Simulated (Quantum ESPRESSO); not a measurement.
## Habitual settings against a tight run: Mo (Im-3m, 1 atom in the cell)

Self-consistent single point.

```
CELL_PARAMETERS angstrom
     -1.56940     1.56940     1.56940
      1.56940    -1.56940     1.56940
      1.56940     1.56940    -1.56940
ATOMIC_POSITIONS crystal
  Mo 0.00000 0.00000 0.00000
```

Method of the run: PBE, PSlibrary ultrasoft (PBE) pseudopotentials (plane waves; Quantum ESPRESSO 7.5).

Base settings: ecutwfc = 55 Ry; ecutrho = 330 Ry; occupations = smearing; smearing = cold; degauss = 0.0073499 Ry; potentials = {Mo: Mo.pbe-spn-rrkjus_psl.1.0.0.UPF}; K_POINTS = automatic 15 15 15 0 0 0; conv_thr = 1e-09 Ry; mixing_beta = 0.7.

Tight run (finer mesh or higher cutoff; not a proven limit): ecutwfc: 55 Ry → 77 Ry; ecutrho: 330 Ry → 462 Ry; conv_thr: 1e-09 Ry → 7.3e-11 Ry; K_POINTS: automatic 15 15 15 0 0 0 → automatic 21 21 21 0 0 0. It gave Fermi level (on the code's own zero) 21.68 eV; pressure 5.94 GPa.

Quick runs, as changes from the base:
- A: the base itself
- B: ecutwfc: 55 Ry → 28 Ry; ecutrho: 330 Ry → 168 Ry; degauss: 0.0073499 Ry → 0.036749 Ry; K_POINTS: automatic 15 15 15 0 0 0 → automatic 4 4 4 0 0 0
- C: ecutwfc: 55 Ry → 38 Ry; ecutrho: 330 Ry → 228 Ry; conv_thr: 1e-09 Ry → 7.3e-05 Ry; K_POINTS: automatic 15 15 15 0 0 0 → automatic 4 4 4 1 1 1
- D: ecutwfc: 55 Ry → 33 Ry; ecutrho: 330 Ry → 198 Ry; smearing: cold → gauss; degauss: 0.0073499 Ry → 0.0147 Ry; K_POINTS: automatic 15 15 15 0 0 0 → automatic 1 1 1 0 0 0
- E: ecutwfc: 55 Ry → 44 Ry; ecutrho: 330 Ry → 264 Ry; K_POINTS: automatic 15 15 15 0 0 0 → automatic 6 6 6 0 0 0
- F: ecutwfc: 55 Ry → 33 Ry; ecutrho: 330 Ry → 198 Ry; smearing: cold → fd; degauss: 0.0073499 Ry → 0.0147 Ry; K_POINTS: automatic 15 15 15 0 0 0 → automatic 3 3 3 1 1 1

Energies are extrapolated to zero smearing width, which holds to low order in the width alone (under cold and Methfessel-Paxton smearing the free energy itself is taken).

Dashes: pressure of C, not trusted under this conv_thr with d or f elements.

The count of work is k-points × plane waves × bands × iterations; it is no time. 

The starting cell comes from a database of computed structures (which also holds hypothetical and non-ambient phases and stackings), without a prior relaxation at this level. Its lattice was rescaled by a random factor within 2.5 % of one. Spin polarisation is off. In the base run, with a pressure of about 5 GPa the cell is away from its equilibrium volume at this level.

```
run  energy less tight (meV/atom)  pressure less tight (GPa)  count of work / tight
---  ----------------------------  -------------------------  ---------------------
A                            34.0                      -0.83                   0.20
B                          1398.6                     -66.18                 0.0050
C                           -71.1                          –                 0.0033
D                          1328.6                     126.18                0.00062
E                            28.3                      -1.33                  0.022
F                           574.2                     -13.93                 0.0038
```

Among the runs at the tight run's level, the energy misses run from 28.3 to 1398.6 meV/atom.
